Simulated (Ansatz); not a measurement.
Ge (model structure, started from the C4 type, I4/mmm, No. 139, 4 atoms in the cell) was calculated with PBEsol (plane waves, PAW; Ansatz, a first-principles code).

Run with plane-wave cutoff 520 eV, 18×18×18 k mesh, Fermi–Dirac smearing 0.05 eV, scalar-relativistic PAW data made under PBE.

Cell (relaxed at this level):

```
CELL_PARAMETERS angstrom
     -3.47432     3.47432     2.00538
      3.47432    -3.47432     2.00538
      3.47432     3.47432    -2.00538
ATOMIC_POSITIONS crystal
  Ge 0.17862 0.17862 0.35724
  Ge 0.17862 0.82138 0.00000
  Ge 0.82138 0.17862 0.00000
  Ge 0.82138 0.82138 0.64276
```

**Question.** Give the computed bulk modulus.

**Answer.** 
- bulk modulus = 61.5 GPa

The run finds no gap.

Note: the bulk modulus is −V dP/dV from two relaxed cells at ±2 % in volume; the relaxation could raise the start's symmetry but not lower it, so the cell can be a saddle point.

A model structure was made by putting elements into a prototype or built by hand; it is no filed structure, need not be a known phase, and can be a saddle point held by its symmetry.
